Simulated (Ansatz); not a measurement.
Input and output of a self-consistent single point for Sc₂HgSe₄ (Fd-3m, 14 atoms in the cell) (Ansatz, a quantum-chemistry and plane-wave program).

Method: PBEsol, default PAW files made with PBE (plane waves; Ansatz).

```
Sc2HgSe4
1.0
    0.00000     5.58797     5.58797
    5.58797     0.00000     5.58797
    5.58797     5.58797     0.00000
Sc Hg Se
4 2 8
Direct
  0.12500   0.12500   0.12500
  0.62500   0.12500   0.12500
  0.12500   0.62500   0.12500
  0.12500   0.12500   0.62500
  0.75000   0.75000   0.75000
  0.50000   0.50000   0.50000
  0.36260   0.36260   0.36260
  0.91220   0.36260   0.36260
  0.36260   0.91220   0.36260
  0.36260   0.36260   0.91220
  0.88740   0.88740   0.88740
  0.33780   0.88740   0.88740
  0.88740   0.33780   0.88740
  0.88740   0.88740   0.33780
```

Reference input (self-consistent single point, DFT, PBEsol, plane waves, default PAW files made with PBE): kpoints.mp_grid.grid = 5 5 5; hamiltonian.xc = pbesol; hamiltonian.pseudopotentials = {kind: paw} (the program's default PAW files); scf.occupations.method = fermi_dirac; scf.occupations.width = 0.1 eV. This run's input differs from it in these lines:

Ansatz 0.2 input:
```diff
@@ -21,3 +21,3 @@
 kpoints:
-  mp_grid: { grid: [5, 5, 5] }
+  mp_grid: { grid: [3, 3, 3] }
 hamiltonian:
@@ -26,3 +26,3 @@
 scf:
-  occupations: { method: fermi_dirac, width: 0.1 eV }
+  occupations: { method: fermi_dirac, width: 0.3 eV }
 output:
```

Output (repeated stretches shortened):

```
SCF iter   1: F=—  HF=-79193.137379 eV  |F-HF|=—  |Δ(HF+E_count)|=         —  Δρ=3.61e-3  dr2=6.88e-2  ethr=1.77e-3  ⟨swp⟩=5.0  Hψ=1841  notcnv=0
all-band conjugate gradients solve this SCF's bands
preconditioner: auto → LDOS
SCF iter   2: F=—  HF=-79193.139103 eV  |F-HF|=—  |Δ(HF+E_count)|=   1.72e-3  Δρ=2.93e-3  dr2=5.16e-2  ethr=3.25e-5  ⟨swp⟩=2.0  Hψ=1019  notcnv=0
   [... lines left out ...]
SCF iter   5: F=—  HF=-79193.120360 eV  |F-HF|=—  |Δ(HF+E_count)|=   1.80e-5  Δρ=3.94e-5  dr2=5.14e-6  ethr=4.18e-8  ⟨swp⟩=2.0  Hψ=649  notcnv=0
SCF iter   6: F=—  HF=-79193.120364 eV  |F-HF|=—  |Δ(HF+E_count)|=   4.78e-6  Δρ=1.34e-5  dr2=9.08e-7  ethr=2.43e-9  ⟨swp⟩=2.0  Hψ=931  notcnv=0
SCF iter   7: F=—  HF=-79193.120366 eV  |F-HF|=—  |Δ(HF+E_count)|=   1.32e-6  Δρ=4.56e-6  dr2=1.22e-7  ethr=4.28e-10  ⟨swp⟩=2.0  Hψ=767  notcnv=0
SCF iter   8: F=-79193.120366 eV  HF=-79193.120366 eV  |F-HF|=1.12e-8  |Δ(HF+E_count)|=   1.53e-7  Δρ=1.60e-6  dr2=1.23e-8  ethr=4.72e-11  ⟨swp⟩=5.2  Hψ=1787  notcnv=0
SCF 1 converged in 8 iterations: F = -79193.120366 eV  dr2 = 1.23e-8
Free energy (F): -79193.120366 eV
Internal energy: -79192.438646 eV  (E = F + TS)
E sigma→0 (E₀):  -79192.779506 eV
Entropy (-TS):   -0.681720 eV (-48.694 meV/atom)
Fermi energy:    8.732222 eV
--- Forces (eV/Å), atoms counted from 1 ---
  atom   1  Sc     0.00000000    -0.00000000    -0.00000000
  atom   2  Sc     0.00000000    -0.00000000     0.00000000
  atom   3  Sc     0.00000000    -0.00000000    -0.00000000
  atom   4  Sc     0.00000000    -0.00000000    -0.00000000
  atom   5  Hg     0.00000000     0.00000000     0.00000000
  atom   6  Hg    -0.00000000     0.00000000     0.00000000
  atom   7  Se     0.26667244     0.26667244     0.26667244
  atom   8  Se     0.26667244    -0.26667244    -0.26667244
   [... lines left out ...]
  atom  14  Se     0.26667244     0.26667244    -0.26667244
--- Stress (GPa, compression-positive) ---
        0.931247       0.000000       0.000000
        0.000000       0.931247      -0.000000
        0.000000      -0.000000       0.931247
  P = ⅓ Tr σ = 0.9312 GPa (9.312 kbar)
  The stress holds the Pulay correction. Without it, at fixed plane waves, as pw.x and ABINIT print it: P = 0.9130 GPa
```

The run converged in 8 iterations. Against the reference run the free energy falls by 11.5 meV/atom, the pressure goes from 0.81 to 0.93 GPa and the largest force goes from 0.485 to 0.462 eV/Å.

The starting cell was generated: these elements placed on a structure prototype, without a prior relaxation; it need not be a known phase or ordering of this composition. Its lattice was rescaled by a random factor within 2.5 % of one. Spin-orbit coupling is off. Ansatz's pressure includes its estimate of the finite-basis (Pulay) stress.
